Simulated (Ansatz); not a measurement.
**CrAgO2: response to strain**

Base system: CrAgO2 (space group R-3m, No. 166; ferromagnetic; a model cell).

```xyz
4
Lattice="1.4831 0.8563 6.1518 -1.4831 0.8563 6.1518 0.0000 -1.7126 6.1518" Properties=species:S:1:pos:R:3 pbc="T T T"
Ag     0.0000     0.0000     0.0000
Cr     0.0000     0.0000     9.2277
O      0.0000     0.0000     2.0922
O      0.0000     0.0000    16.3632
```

Cartesian axes are those of the cell as printed.

Strains are applied to the cell and any free atomic positions relax; under biaxial strain the out-of-plane vector relaxes too.

Calculations: PBEsol/PAW in Ansatz (a program for electronic structure), no spin-orbit coupling.

Q: Only one of these has no band gap. Which?
A. strain tensor (xx, yy, zz, yz, xz, xy) = (−0.04, +1.90, −0.93, −0.31, −1.32, +0.83) %
B. biaxial strain +1.21 %, plane normal [001], relaxed out of plane
C. biaxial strain −3.86 %, plane normal [001], relaxed out of plane
D. isotropic strain −0.89 %

A: C, biaxial strain −3.86 %, plane normal [001], relaxed out of plane. Computed: isotropic strain −0.89 %: 0.32 eV; biaxial strain −3.86 %, plane normal [001], relaxed out of plane: zero; strain tensor (xx, yy, zz, yz, xz, xy) = (−0.04, +1.90, −0.93, −0.31, −1.32, +0.83) %: 0.46 eV; biaxial strain +1.21 %, plane normal [001], relaxed out of plane: 0.46 eV

A case with no gap was solved on a k-mesh chosen for an insulator, which is coarse for it. Whether these cells are dynamically stable was not tested. No Hubbard U is applied and the magnetic state is the run's own (CrAgO2 ferromagnetic); other magnetic orders, which need larger cells, were not tried and can change the gap. Where the two band edges lie in opposite spin channels, the gap is a spin-flip gap. A zero or small gap of CrAgO2 can be the functional's error rather than a property of the material.
